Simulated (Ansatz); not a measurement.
The starting structures come from a database of crystals and need not be the phases stable at ambient conditions.

 Where the default PAW files enter, the runs use the earlier of Ansatz's two default sets.

The decay constant κ of evanescent states in the gap governs leakage through a thin film.

Given:

```xyz
6
Lattice="4.1618 0.0000 0.0000 0.0000 5.8856 0.0000 0.0000 2.9428 3.0029" Properties=species:S:1:pos:R:3 pbc="T T T"
Cu     1.0404     5.8856     1.5014
Cu     3.1213     4.4142     0.0000
Cu     1.0404     2.9428     1.5014
Cu     3.1213     1.4714     0.0000
O      2.0809     2.9428     0.0000
O      0.0000     0.0000     0.0000
```

Space group of this cell: Cmme. The cell is strained (lengths across the current scaled by 0.98, ions clamped); by r2SCAN its mean pressure is 5.4 GPa.

Transport runs along the normal of the first two printed cell vectors.

No gap correction and no spin-orbit coupling; mid-gap values are interpolated between computed energies.

### Question
Give the band gap and the smallest decay constant κ at mid-gap that r2SCAN (Ansatz, a program for electronic structure) yields.

### Answer
Gap 0.87 eV on a 8×10×10 mesh; κ = 0.110 1/Å, at the zone centre.
